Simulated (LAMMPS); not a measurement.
Pressure dependence of SnO2 (rutile) at 1140 K, from the crystal.

Model: classical MD, Buckingham potential of Woodley, Battle, Gale and Catlow, Phys. Chem. Chem. Phys. 1, 2535 (1999), used with rigid ions (no shells), PPPM sums, short-range terms cut at 10 Å, modified for these runs by an r^-4 repulsive force inside the short-range force's maximum; code LAMMPS.

```json
[
 {"P (GPa)": "0", "state": "crystal; no diffusion seen in 21 ps", "volume": "12.0478 ± 0.0004 Å³/atom", "coordination number of O by Sn": "3.00 (counted to 2.78 Å)"},
 {"P (GPa)": "2", "state": "crystal; no diffusion seen in 21 ps", "volume": "11.9724 ± 0.0007 Å³/atom", "coordination number of O by Sn": "3.00 (counted to 2.70 Å)"},
 {"P (GPa)": "5", "state": "crystal; no diffusion seen in 21 ps", "volume": "11.8639 ± 0.0010 Å³/atom", "coordination number of O by Sn": "3.00 (counted to 2.74 Å)"}
]
```

Caution (row 0): enthalpy drifts during the constant-pressure average: a transition or slow ageing; fluctuation values are void.

Caution: the potential ionic pair potential woodley1999 is fitted for structure prediction of static crystals.

Caution: a run this short can hold a crystal over, or a liquid under, the potential's own melting point, which these runs don't give.

Estimate the isothermal bulk modulus at zero pressure. A parabola P(ln V) through the three points gives −dP/d ln V = 310 GPa at zero pressure.

States go by the mean squared displacement: a species diffuses where it passes 1.5 Å², still rises and gives D over 1e-6 cm²/s; a crystal has left its structure where atoms lie 0.35 Å off their sites on average or a cubic box changes its shape by 3 %, or the axial ratios of another lie 8 % off the starting cell's, which the potential's own relaxation can also do.

The ± values are statistical; the model's systematic error is not in them.
